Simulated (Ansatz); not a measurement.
For CaO (model structure, started from the wurtzite type, P6₃/mmc, No. 194, 4 atoms in the cell), LDA (plane waves, PAW; Ansatz, a program for electronic structure) gives:

| Property | Result |
|---|---|
| lattice constant a | 3.909 Å |
| lattice parameter c | 4.683 Å |
| bulk modulus | 103 GPa |
| cohesive energy | 6.24 eV/atom |
| band gap | 3.22 eV |

Q: What does r²SCAN (Ansatz, PAW) give for the same quantities?

A: 
- lattice constant a: 3.981 Å (increases by 1.8 %)
- lattice parameter c: 4.770 Å (goes up by 1.9 %)
- bulk modulus: 93.8 GPa (shrinks by 8.9 %)
- cohesive energy: 5.58 eV/atom (drops by 0.66 eV/atom)
- band gap: 3.63 eV (grows by 0.41 eV)

Changes are worked out from the printed values.

Unless a cell is named, each level is at its own relaxed cell (LDA 15.49, r²SCAN 16.36 Å³/atom).

Density-functional gaps are differences of (generalised) Kohn–Sham levels.

Caveats: the bulk modulus is −V dP/dV from two relaxed cells at ±2 % in volume (LDA, r²SCAN). Ansatz's density-functional and Hartree–Fock values are scalar-relativistic unless marked +SOC, with PAW data made under PBE.

A model structure was made by putting elements into a prototype or built by hand; it is no filed structure, need not be a known phase, and can be a saddle point held by its symmetry.
